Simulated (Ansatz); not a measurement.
An Ansatz (an electronic-structure program) run: a single point on Hf, its geometry relaxed with PBEsol; r2SCAN, PAW, 500 eV (Ansatz; without spin-orbit coupling).

Input:

Ansatz 0.2 input:
```yaml
crystal:
  lattice:
    - [3.1590728411, 0, 0]
    - [-1.5795364205, 2.7358373328, 0]
    - [0, 0, 4.9999337288]
  atoms:
    - { symbol: Hf, position: [0.3333333333, 0.6666666667, 0.75] }
    - { symbol: Hf, position: [0.6666666667, 0.3333333333, 0.25] }
basis: { ecutwfc: 500, ecutrho_ratio: 4, xc_grid: 4, fft_grid_basis: typed }
kpoints: { mp_grid: { grid: [17, 17, 9] } }
hamiltonian:
  xc: r2scan
  dispersion: none
  pseudopotentials: { kind: paw }
scf: { occupations: { method: fermi_dirac, width: 0.05 }, convergence: { dr2_threshold: 0.0000000002 } }
output: { forces: true, stress: true }
checkpoint: { write: state.ck, write_every: 1000 }
```

Output:

```
Pseudopotentials: kind: paw
Pseudopotential: Hf, paw, valence charge 26
Functional definition: r2SCAN
Crystal: 2 atoms, lattice volume = 43.213 Å³
Basis set: ecut = 500 eV, 1087 PW (Γ), exchange–correlation on 96×96×160 points (64 copies of the dense FFT grid, shifted against one another)
Bands: 32, of which v1, the nominal top of the filled ones, is band 26 counted from 1 (25 counted from 0)
Symmetry: 24 space group operations
Space group: P63/mmc (ITA 194), of the structure as read, at distance tolerance 3.5e-5 Å
k-points: 165 of 2601
PAW frozen core: Hf, regenerated for the run's functional
Initial density: superposition of atomic densities (neutral atoms: chi_scale 0, normalization atom), corrected by the library's trained network
Initial wavefunctions: pseudopotential atomic-orbital guess
Eigensolver: davidson
Functional: x = r2scan, c = r2scan; τ floored in thin density (d = 2e-4 eV/Å³)
SCF iter   1: F=—  HF=-31466.087878 eV  |F-HF|=—  |Δ(HF+E_count)|=         —  Δρ=9.10e-3  dr2=1.89e-2  dr2_τ=3.38e-2  ethr=1.77e-3  ⟨swp⟩=3.8  Hψ=17112  notcnv=0
all-band conjugate gradients solve this SCF's bands
preconditioner: auto → Kerker (q_TF=auto, 2.814 Å⁻¹)
SCF iter   2: F=—  HF=-31466.110334 eV  |F-HF|=—  |Δ(HF+E_count)|=   2.25e-2  Δρ=4.32e-3  dr2=4.98e-3  dr2_τ=1.71e-3  ethr=3.63e-5  ⟨swp⟩=2.1  Hψ=12013  notcnv=0  defer=29
SCF iter   3: F=—  HF=-31466.110322 eV  |F-HF|=—  |Δ(HF+E_count)|=   1.19e-5  Δρ=3.55e-3  dr2=3.26e-3  dr2_τ=3.05e-4  ethr=9.57e-6  ⟨swp⟩=2.9  Hψ=11521  notcnv=0  defer=29
SCF iter   4: F=—  HF=-31466.112037 eV  |F-HF|=—  |Δ(HF+E_count)|=   1.72e-3  Δρ=5.07e-4  dr2=7.42e-5  dr2_τ=3.43e-6  ethr=6.28e-6  ⟨swp⟩=2.0  Hψ=9565  notcnv=0  defer=29
SCF iter   5: F=—  HF=-31466.112007 eV  |F-HF|=—  |Δ(HF+E_count)|=   3.07e-5  Δρ=2.00e-4  dr2=1.50e-5  dr2_τ=1.47e-6  ethr=1.43e-7  ⟨swp⟩=2.0  Hψ=9539  notcnv=0  defer=29
SCF iter   6: F=—  HF=-31466.112016 eV  |F-HF|=—  |Δ(HF+E_count)|=   9.66e-6  Δρ=2.42e-5  dr2=2.15e-7  dr2_τ=2.87e-8  ethr=2.88e-8  ⟨swp⟩=2.0  Hψ=9139  notcnv=0  defer=29
SCF iter   7: F=—  HF=-31466.112016 eV  |F-HF|=—  |Δ(HF+E_count)|=   7.85e-8  Δρ=1.16e-5  dr2=6.06e-8  dr2_τ=1.68e-9  ethr=4.14e-10  ⟨swp⟩=2.0  Hψ=9540  notcnv=0  defer=29
SCF iter   8: F=—  HF=-31466.112017 eV  |F-HF|=—  |Δ(HF+E_count)|=   2.45e-8  Δρ=2.98e-6  dr2=4.47e-9  dr2_τ=1.49e-10  ethr=1.17e-10  ⟨swp⟩=2.1  Hψ=6547  notcnv=0  defer=29
SCF iter   9: F=-31466.112017 eV  HF=-31466.112017 eV  |F-HF|=3.64e-12  |Δ(HF+E_count)|=  6.95e-10  Δρ=5.35e-7  dr2=1.44e-10  dr2_τ=8.80e-12  ethr=1.00e-12  ⟨swp⟩=3.2  Hψ=24041  notcnv=0
SCF 1 converged in 9 iterations: F = -31466.112017 eV  dr2 = 1.44e-10
SCF converged after 9 iterations
Free energy (F): -31466.112017 eV
Harris-Foulkes:  -31466.112017 eV  (|F-HF|=3.64e-12)
Internal energy: -31466.102518 eV  (E = F + TS)
E sigma→0 (E₀):  -31466.107267 eV
Entropy (-TS):   -0.009499 eV (-4.749 meV/atom)
Fermi energy:    20.612485 eV
--- Per-component energies (eV) ---
  E_band       = 84.287025
  E_kinetic    = 851.674528
  E_local      = -9961.267738  (includes V_loc(G=0)·N_el)
  E_nonlocal   = -2497.095205
  E_hartree    = 4705.354412
  E_xc         = -567.772260
  E_vxc        = -588.111415  (∫ρ·V_xc dr)
  E_paw        = -13905.204367  (= ΣΔE_a)
  E_vpaw       = 2839.351647  (= ΣTr[D̂ρ^β])
  E_aug_tail   = -0.000002  (compensation charges beyond the density's cutoff)
  E_vtau       = 29.026581  (kinetic-family band-sum trace: ∫τ·v_τ [+ j·A + Jᵃ·Aᵃ] dr)
  E_ewald      = -10092.434931
  E_core_change = 0.643044  (= ΣΔE_core)
  E_smearing   = -0.009499  (= −TS)
  E_closure    = 0.000000  (closes the sum)
  Σ components = -31466.112017   (vs F -31466.112017, Δ=0.00e0)
  [band-id]    e_kinetic+e_local+e_nonlocal+2·e_hartree+e_vxc+e_vpaw+e_augmentation_tail+e_vtau = 84.287221   (vs E_band 84.287025, Δ=1.96e-4)
--- Forces (eV/Å), atoms counted from 1 ---
  atom   1  Hf    -0.00000000    -0.00000000     0.00000000
  atom   2  Hf     0.00000000     0.00000000     0.00000000
  max |Σ_I F_I| component: 7.40e-17 eV/Å
--- Stress (GPa, compression-positive) ---
        4.071797       0.000000       0.000000
        0.000000       4.071797       0.000000
        0.000000       0.000000       3.744848
  P = ⅓ Tr σ = 3.9628 GPa (39.628 kbar)
  The stress holds the Pulay correction. Without it, at fixed plane waves, as pw.x and ABINIT print it: P = 3.9454 GPa
  The stress includes an estimate of the error left by incomplete SCF convergence (largest component -0.0002 GPa).
--- Band table ---
  band table: none
```

Single points use the geometry relaxed with PBEsol. Whether these cells are dynamically stable was not tested. The final runs are not spin-polarised. The cell is Hf in the hcp (Mg type) structure (space group P6_3/mmc, No. 194).
